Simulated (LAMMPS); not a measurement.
LAMMPS 22 Jul 2025, classical MD, Stillinger-Weber (CdTe.sw): CdTe, 5832 atoms.

```
Property                                                                                          Result
-----------------------------------------------  -------------------------------------------------------
task                                                                                             MD, nve
potential                                                                      Stillinger-Weber, CdTe.sw
copies of the repeat unit                                                                          9×9×9
shape (slab and sphere leave vacuum in the box)                                                     bulk
neighbor skin                                                                                        2 Å
neigh_modify                                                                   every 1 delay 0 check yes
newton                                                                                      on (default)
atom_modify sort (bins of 2 Å where set)                                                  1000 (default)
comm_style                                                                               brick (default)
box                                                                                 58.3 × 58.3 × 58.3 Å
start                                            generated zinc blende lattice, warmed in an untimed run
```

All runs start from one configuration, warmed at this fixed volume for 1000 steps under a thermostat at 600 K. The run at the shortest step has a mean temperature of 599 K and a mean pressure of 0.8 GPa.

Each run covers about 2.0 ps at constant energy (mean temperature 599 K at the shortest step); σ is the standard deviation over the printed steps. Single runs; times are not shown.

Steps tried: 0.5 fs, 1 fs, 2 fs, 2.5 fs, 4 fs, 5 fs, 8 fs, 10 fs, 16 fs, 20 fs, 32 fs.

Problem. Choose the longest time step that keeps σ(total energy)/σ(kinetic energy) under 10 %.

Solution. 20 fs.

```json
[
 {"time step": "0.5 fs", "σ(E total)/σ(E kinetic)": "3.1e-5", "last minus first total energy (meV/atom)": "under 0.001", "mean temperature (K)": "599"},
 {"time step": "1 fs", "σ(E total)/σ(E kinetic)": "0.00012", "last minus first total energy (meV/atom)": "under 0.001", "mean temperature (K)": "599"},
 {"time step": "2 fs", "σ(E total)/σ(E kinetic)": "0.00050", "last minus first total energy (meV/atom)": "under 0.001", "mean temperature (K)": "598"},
 {"time step": "2.5 fs", "σ(E total)/σ(E kinetic)": "0.00078", "last minus first total energy (meV/atom)": "under 0.001", "mean temperature (K)": "598"},
 {"time step": "4 fs", "σ(E total)/σ(E kinetic)": "0.0020", "last minus first total energy (meV/atom)": "+0.0011", "mean temperature (K)": "598"},
 {"time step": "5 fs", "σ(E total)/σ(E kinetic)": "0.0031", "last minus first total energy (meV/atom)": "+0.0018", "mean temperature (K)": "598"},
 {"time step": "8 fs", "σ(E total)/σ(E kinetic)": "0.0081", "last minus first total energy (meV/atom)": "+0.0059", "mean temperature (K)": "596"},
 {"time step": "10 fs", "σ(E total)/σ(E kinetic)": "0.013", "last minus first total energy (meV/atom)": "+0.011", "mean temperature (K)": "595"},
 {"time step": "16 fs", "σ(E total)/σ(E kinetic)": "0.036", "last minus first total energy (meV/atom)": "+0.056", "mean temperature (K)": "589"},
 {"time step": "20 fs", "σ(E total)/σ(E kinetic)": "0.063", "last minus first total energy (meV/atom)": "+0.14", "mean temperature (K)": "584"},
 {"time step": "32 fs", "σ(E total)/σ(E kinetic)": "0.23", "last minus first total energy (meV/atom)": "+1.3", "mean temperature (K)": "562"}
]
```

The bar is a choice.
